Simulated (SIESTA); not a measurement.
Worked example: self-consistent single point of HfC (I4mm, 2 atoms in the cell) in SIESTA

Method: LDA PW92, numerical atomic orbitals DZP, PseudoDojo LDA standard norm-conserving potentials (rewritten from UPF to PSML) (SIESTA).

The input file:

```
# files in the folder: Hf.psml C.psml (PseudoDojo LDA standard)
SystemName  HfC
SystemLabel hfc

NumberOfAtoms                2
NumberOfSpecies              2
%block ChemicalSpeciesLabel
  1 72 Hf
  2 6 C
%endblock ChemicalSpeciesLabel
LatticeConstant              3.297380 Ang
%block LatticeVectors
     0.000000000    0.707106855    0.707106855
     0.707106855    0.000000000    0.707106855
     0.707106855    0.707106855    0.000000000
%endblock LatticeVectors
AtomicCoordinatesFormat      Fractional
%block AtomicCoordinatesAndAtomicSpecies
     0.010722000    0.010722000   -0.010722000  1
     0.500000000    0.500000000    0.500000000  2
%endblock AtomicCoordinatesAndAtomicSpecies

XC.functional                LDA
XC.authors                   PW92
PAO.BasisSize                DZP
PAO.EnergyShift              0.005 Ry
MeshCutoff                   300 Ry
%block kgrid.MonkhorstPack
    6   0   0  0.0
    0   6   0  0.0
    0   0   6  0.0
%endblock kgrid.MonkhorstPack
OccupationFunction           FD
ElectronicTemperature        0.1 eV

MaxSCFIterations             150
SCF.Mixer.Method             Broyden
SCF.Mixer.Weight             0.2
SCF.Mixer.History            6
SCF.DM.Tolerance             1.0E-05
Diag.ParallelOverK           true
WriteForces                  true
```

The program printed (abridged):

```
reinit: Reading from file input.fdf

reinit: System Name: HfC
reinit: System Label: hfc

coor:   Atomic-coordinates input format  =     Fractional

siesta: Atomic coordinates (Bohr) and species
siesta:      0.00000   0.00000   0.09448  1        1
siesta:      4.40609   4.40609   4.40609  2        2

siesta: System type = bulk

initatomlists: Number of atoms, orbitals, and projectors:      2    32    40

siesta: ******************** Simulation parameters ****************************
redata: Spin configuration                          = none
redata: Time-Reversal Symmetry                      = T
redata: Number of Atomic Species                    =        2
redata: Mesh Cutoff                                 =   300.0000 Ry
redata: Net charge of the system                    =     0.0000 |e|
redata: Min. number of SCF Iter                     =        0
redata: Max. number of SCF Iter                     =      150
redata: SCF convergence failure will abort job
redata: SCF mix quantity                            = Hamiltonian
redata: Mix DM or H after convergence               =   F
redata: Recompute H after scf cycle                 =   F
redata: Mix DM in first SCF step                    =   T
redata: No kicks to SCF
redata: DM Mixing Weight for Kicks                  =     0.5000
redata: Require Harris convergence for SCF          =   F
redata: Harris energy tolerance for SCF             =     0.000100 eV
redata: Require DM convergence for SCF              =   T
redata: DM tolerance for SCF                        =     0.000010
redata: Require EDM convergence for SCF             =   F
redata: EDM tolerance for SCF                       =     0.001000 eV
redata: Require H convergence for SCF               =   T
redata: Hamiltonian tolerance for SCF               =     0.001000 eV
redata: Require (free) Energy convergence for SCF   =   F
redata: (free) Energy tolerance for SCF             =     0.000100 eV
redata: Using DFT-D3 dispersion                     =   F
redata: Using Saved Data (generic)                  =   F
redata: Method of Calculation                       = Diagonalization
redata: Electronic Temperature                      =  1160.4518 K
redata: Number of TDED substeps                     =        3
redata: Dynamics option                             = Single-point calculation
redata: Save all siesta data in one NC              =   F
redata: ***********************************************************************

%block SCF.Mixers
  Broyden
%endblock SCF.Mixers

%block SCF.Mixer.Broyden
  # Mixing method
  method broyden

  # Mixing options
  weight 0.2000
  weight.linear 0.2000
  weight.prime 0.2000
  history 6
%endblock SCF.Mixer.Broyden

DM_history_depth set to one: no extrapolation allowed by default for geometry relaxation
Size of DM history Fstack: 1
Total number of electrons:    16.000000
Total ionic charge:    16.000000

* ProcessorY, Blocksize:    1  33

* Orbital distribution balance (max,min):    32    32

k-point displ. along   1 input, could be:     0.00    0.50
k-point displ. along   2 input, could be:     0.00    0.50
k-point displ. along   3 input, could be:     0.00    0.50
 Kpoints in:          144 . Kpoints trimmed:          132

siesta: k-grid: Number of k-points = 132
siesta: k-points from Monkhorst-Pack grid
siesta: k-cutoff (effective) =     9.892 Ang
siesta: k-point supercell and displacements
siesta: k-grid:     6     0     0      0.000
siesta: k-grid:     0     6     0      0.000
siesta: k-grid:     0     0     6      0.000

diag: Algorithm                                     = D&C
diag: Parallel over k                               =   F
diag: Use parallel 2D distribution                  =   F
diag: Parallel block-size                           = 33
diag: Parallel distribution                         =     1 x     1
diag: Used triangular part                          = Lower
diag: Absolute tolerance                            =  0.100E-15
diag: Orthogonalization factor                      =  0.100E-05
diag: Memory factor                                 =  1.0000

superc: Internal auxiliary supercell:     7 x     7 x     7  =     343
superc: Number of atoms, orbitals, and projectors:    686  10976  13720

                        Single-point calculation

superc: Internal auxiliary supercell:     7 x     7 x     7  =     343
superc: Number of atoms, orbitals, and projectors:    686  10976  13720

outcell: Unit cell vectors (Ang):
        0.000000    2.331600    2.331600
        2.331600    0.000000    2.331600
        2.331600    2.331600    0.000000

outcell: Cell vector modules (Ang)   :    3.297380    3.297380    3.297380
outcell: Cell angles (23,13,12) (deg):     60.0000     60.0000     60.0000
outcell: Cell volume (Ang**3)        :     25.3508
new_DM -- step:     1
Initializing Density Matrix...

Attempting to read DM from file... Failed...
DM filled with atomic data:

InitMesh: MESH = 30 x 30 x 30 = 27000
InitMesh: Mesh cutoff (required, used) =   300.000   343.161 Ry

stepf: Fermi-Dirac step function

        iscf     Eharris(eV)        E_KS(eV)     FreeEng(eV)     dDmax    Ef(eV) dHmax(eV)
   scf:    1    -1676.660234    -1695.802673    -1695.806610  1.662394 -6.736467  9.198032
   scf:    2    -1704.160111    -1700.905243    -1700.917540  0.316595 -6.038943  3.259355
   scf:    3    -1701.732028    -1701.535894    -1701.547529  0.120973 -5.636262  0.860000
   scf:    4    -1701.562051    -1701.550189    -1701.561870  0.073723 -5.719363  0.180054
   scf:    5    -1701.551831    -1701.551137    -1701.562796  0.021407 -5.749284  0.011700
   scf:    6    -1701.551137    -1701.551137    -1701.562802  0.001749 -5.750135  0.008288
   [... 9 lines left out ...]
   scf:   16    -1701.551132    -1701.551132    -1701.562811  0.000024 -5.753412  0.000074
   scf:   17    -1701.551132    -1701.551132    -1701.562811  0.000019 -5.753416  0.000060
   scf:   18    -1701.551132    -1701.551132    -1701.562811  0.000015 -5.753420  0.000049
   scf:   19    -1701.551132    -1701.551132    -1701.562811  0.000012 -5.753423  0.000040
   scf:   20    -1701.551132    -1701.551132    -1701.562811  0.000010 -5.753426  0.000033

SCF Convergence by DM+H criterion
max |DM_out - DM_in|         :     0.0000096020
max |H_out - H_in|      (eV) :     0.0000326561
SCF cycle converged after 20 iterations

Using DM_out to compute the final energy and forces

siesta: E_KS(eV) =            -1701.5511

siesta: E_KS - E_eggbox =     -1701.5511

siesta: Atomic forces (eV/Ang):
     1    0.000000    0.000000   -0.345915
     2    0.000000    0.000000    0.337824
   Tot    0.000000    0.000000   -0.008091
   Max    0.345915
   Res    0.197392    sqrt( Sum f_i^2 / 3N )
   Max    0.345915    constrained

Stress tensor Voigt[x,y,z,yz,xz,xy] (kbar):      130.16      130.16      126.27       -0.00       -0.00       -0.00
(Free)E + p*V (eV/cell)    -1703.6017
Target enthalpy (eV/cell)    -1701.5628

siesta: Program's energy decomposition (eV):
siesta: Ebs     =      -430.272399
siesta: Eions   =      2175.793696
siesta: Ena     =       337.544347
siesta: Ekin    =       502.062822
siesta: Enl     =        64.321648
siesta: Eso     =         0.000000
siesta: Edftu   =         0.000000
siesta: DEna    =        12.215894
siesta: DUscf   =         1.129256
siesta: DUext   =         0.000000
siesta: Ex      =      -400.718984
siesta: Ec      =       -42.312420
siesta: Exc     =      -443.031403
siesta: Eharris =     -1701.551132
siesta: Etot    =     -1701.551132
siesta: FreeEng =     -1701.562811

siesta: Atomic forces (eV/Ang):
siesta:      1    0.000000    0.000000   -0.345915
siesta:      2    0.000000    0.000000    0.337824
siesta: ----------------------------------------
siesta:    Tot    0.000000    0.000000   -0.008091

siesta: Stress tensor (static) (eV/Ang**3):
siesta:     0.081236   -0.000000   -0.000000
siesta:    -0.000000    0.081236   -0.000000
siesta:    -0.000000   -0.000000    0.078811

siesta: Cell volume =         25.350827 Ang**3

siesta: Pressure (static):
siesta:                Solid            Molecule  Units
siesta:          -0.00087597         -0.00098767  Ry/Bohr**3
siesta:          -0.08042792         -0.09068413  eV/Ang**3
siesta:        -128.85973599       -145.29199477  kBar
```

The run converged in 20 iterations.

The starting cell has typed, rounded lattice constants, without a prior relaxation at this level. Its lattice was rescaled by up to half a per cent. One atom was moved a little off its site on purpose. Values carry the incompleteness of an atom-centred basis. With a pressure of about -13 GPa the cell is away from its equilibrium volume at this level.
